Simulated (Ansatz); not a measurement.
**Short convergence ladders for LaRu₂ (R3m, 6 atoms in the cell)**

```xyz
6
Lattice="0.0000 3.8518 3.8518 3.8518 0.0000 3.8518 3.8518 3.8518 0.0000" Properties=species:S:1:pos:R:3 pbc="T T T"
La     1.9547     1.9547     1.9547
La     0.0000     0.0000     0.0000
Ru     2.8888     2.8888     4.8147
Ru     2.8888     4.8147     2.8888
Ru     4.8147     4.8147     4.8147
Ru     4.8147     2.8888     2.8888
```

Base method: PBEsol, default PAW files made with PBE (plane waves; Ansatz, a quantum-chemistry and plane-wave program).

Base settings: basis.ecutwfc = 30.9 Ry; kpoints.mp_grid.grid = 6 6 6; hamiltonian.xc = pbesol; hamiltonian.pseudopotentials = {kind: paw} (the program's default PAW files); scf.occupations.method = gaussian; scf.occupations.width = 0.0073 Ry.

The count of work is k-points × plane waves × bands × iterations; it is no time. Core times come from one kind of shared machine, to one figure; runs under 30 s give none.

**The k-point mesh at a smearing width of 0.05 eV**

In this ladder: scf.occupations.width = 0.0037 Ry.

The second cell is the first with its lattice scaled by 0.98.

Only quantities that move along the ladder and can be compared are tabulated.

| kpoints.mp_grid.grid | free energy less the last step's (meV/atom) | energy of the compressed cell less the first (meV/atom) | pressure (GPa) | largest difference of a force vector from the last step's (eV/Å) | count of work / last | core time / last (rough) |
|---|---|---|---|---|---|---|
| 3 3 3 | 7.25 | -4.99 | -5.32 | 0.018 | 0.010 | – |
| 4 4 4 | 19.48 | -12.44 | -6.08 | 0.028 | 0.022 | – |
| 5 5 5 | -6.39 | -11.60 | -6.07 | 0.003 | 0.033 | – |
| 6 6 6 | -2.58 | -10.10 | -5.89 | 0.007 | 0.055 | – |
| 7 7 7 | 2.03 | -10.61 | -5.91 | 0.005 | 0.076 | – |
| 10 10 10 | 0.08 | -10.35 | -5.90 | 0.002 | 0.20 | 0.2 |
| 12 12 12 | -0.15 | -10.69 | -5.95 | 0.000 | 0.33 | 0.3 |
| 18 18 18 | 0.00 | -10.73 | -5.95 | 0.000 | 1.0 | 1 |

Coarsest kpoints.mp_grid.grid that holds the pressure within 0.1 GPa of the last step, with all finer ones: 6 6 6, at 0.055 of the last step's count of work; the step before is off by 0.12 GPa.

Coarsest kpoints.mp_grid.grid that holds the forces within 0.02 eV/Å of the last step, with all finer ones: 5 5 5, at 0.033 of the last step's count of work; the step before is off by 0.028 eV/Å.

Coarsest kpoints.mp_grid.grid that holds the energy of the compressed cell less the first within 0.5 meV/atom of the last step, with all finer ones: 7 7 7, at 0.076 of the last step's count of work; the step before is off by 0.63 meV/atom.

The energy difference between the two cells stays within 1 meV/atom of the last step's from 5 5 5 on, the total only from 10 10 10 on: much of the error is common to both cells and cancels.

**The width of Methfessel-Paxton smearing**

In this ladder: kpoints.mp_grid.grid = 10 10 10; scf.occupations.method = methfessel_paxton.

Narrow widths need finer meshes than wide ones, so the last steps can hold mesh noise.

Only quantities that move along the ladder and can be compared are tabulated; pressure and forces are left out, as mesh noise rules them at narrow widths.

```csv
scf.occupations.width,free energy less the last step's (meV/atom)
0.0735 Ry,-20.31
0.0367 Ry,0.45
0.022 Ry,2.07
0.0147 Ry,0.85
0.0073 Ry,0.00
```

Widest scf.occupations.width that holds the free energy within 5 meV/atom of the last step, with all finer ones: 0.0367 Ry; the step before is off by 20 meV/atom.

On the base run: the starting cell comes from a database of computed structures (which also holds hypothetical and non-ambient phases and stackings), without a prior relaxation at this level. Its lattice was rescaled by up to half a per cent. One atom was moved a little off its site on purpose. Spin polarisation is off. In the base run, with a pressure of about -6 GPa the cell is away from its equilibrium volume at this level. Ansatz's pressure includes its estimate of the finite-basis (Pulay) stress.

Left out of this page: 2 runs of the series outside the window shown, repeating another row's setting, or not comparable.

Keys are those of Ansatz 0.2.
